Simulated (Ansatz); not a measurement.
**Response to strain in hypothetical P6_3/mmc SnS2**

The parent structure is SnS2 in the 2H-MoS2 type structure (space group P6_3/mmc, No. 194; a = 3.589 Å, c = 11.889 Å; a hypothetical phase, not in the database extracts checked; layered, stacked along the Cartesian z axis). Axes: x lies along a and z along c of the hexagonal cell.

Strains are applied to the cell and any free atomic positions relax.

The values are results of PBE-D3(BJ) in Ansatz (plane waves to 420 eV, PAW, no SOC), not measurements.

Candidates:
(a) uniaxial strain ε_xx = −2.11 %
(b) uniaxial strain ε_zz = −2.20 %
(c) uniaxial strain ε_zz = −0.92 %

Notes on the quantities. energy relative to the base: free energy F.

### Question
Order them by energy relative to the base, highest first.

### Answer
(a) uniaxial strain ε_xx = −2.11 % (+4.7 meV/atom), (b) uniaxial strain ε_zz = −2.20 % (+0.9 meV/atom), (c) uniaxial strain ε_zz = −0.92 % (+0.1 meV/atom)

No phonon test of stability was made. All final runs are without spin polarisation.

Ansatz is a quantum-chemistry and plane-wave program.
